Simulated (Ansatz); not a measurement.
Start from VBiO₄ (space group I4_1/a, No. 88; a = 5.1210 Å, c = 11.6231 Å). Axes: x, y, z lie along a, b, c of the conventional cell.

Calculations: r2SCAN (Ansatz, a quantum-chemistry and plane-wave program), no spin-orbit coupling, earlier PAW set.

Base values:

| Property | Value |
|---|---|
| Pressure | 0.00 GPa |
| Shortest interatomic distance | 1.723 Å |

The change: strain tensor (xx, yy, zz, yz, xz, xy) = (−1.03, −1.05, −1.74, +0.47, +0.24, +0.27) %, atoms relaxed at fixed cell.

Estimate the effect on the pressure.

The pressure (mean of the normal stresses, compression positive) goes from zero to 5.87 GPa.

Estimate the effect on the largest internal atomic displacement.

The largest internal atomic displacement comes out as 0.027 Å.

Predict the new energy relative to the base.

The energy rises by 8.8 meV/atom.

Estimate the effect on the shortest interatomic distance.

The shortest interatomic distance decreases by 0.010 Å, from 1.723 Å to 1.713 Å.

Whether these cells are dynamically stable was not tested. Starting moments died away, wholly or in part, for the base; another magnetic solution may exist. All final runs are without spin polarisation.
